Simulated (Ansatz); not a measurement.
## InAs under a change: biaxial strain −0.83 %, plane normal [111], relaxed out of plane

Base system: InAs in the zinc blende structure (space group F-43m, No. 216; a = 6.110 Å). Axes: x, y, z lie along the cube axes.

The change: compressive biaxial strain of 0.83 % in the plane normal to [111], as in epitaxy on a mismatched substrate; the out-of-plane cell vector and the atoms relax.

The values are results of r2SCAN (Ansatz, a program for electronic structure, PAW, no spin-orbit coupling), not measurements. Γ-centred 9×9×9 mesh, Fermi–Dirac width 0.05 eV.

| quantity | base | changed | shift |
|---|---|---|---|
| volume per atom | 28.51 Å³ | 28.17 Å³ | -0.335 Å³ |
| shortest interatomic distance | 2.646 Å | 2.633 Å | -0.013 Å |
| energy relative to the base (free energy F) | 0 meV/atom | +1.5 meV/atom | +1.5 meV/atom |
| pressure (mean of the normal stresses, compression positive) | 0.00 GPa | 0.69 GPa | +0.69 GPa |
| band gap | 0.08 eV | 0.11 eV | +0.03 eV |
| gap character | direct at Γ | direct at Γ | – |
| valence-band top at Γ (three highest levels, from the VBM) | 0.00, 0.00, 0.00 eV | 0.00, 0.00, -0.10 eV | – |
| valley order (the lowest conduction-band minima on the path, energy above the VBM, named in the base's zone) | Γ 0.08 eV; L along ⟨111⟩ 1.25 eV | Γ 0.11 eV; L along [1-11] 1.21 eV; L along [111] 1.36 eV | – |
| out-of-plane strain | – | +0.49 % | – |
| ratio −ε⊥/ε∥ | – | 0.59 | – |
| mean in-plane stress (compression positive) | – | +1.0 GPa | – |

Final structure (turned so that z lies along the plane normal):

```
CELL_PARAMETERS angstrom
      4.28426     0.00000     0.00000
      2.14213     3.71027     0.00000
      2.14213    -1.23676     3.54456
ATOMIC_POSITIONS crystal
  In 0.99855 0.00073 0.00218
  As 0.50145 0.24927 0.74782
```

Cost of the whole job for the changed cell (relaxation, final SCF and bands): roughly 60 core-seconds.

No phonon test of stability was made. The zero or small gap of InAs can change with the level of theory. Labels are those of the standard path for the cell's own space group.
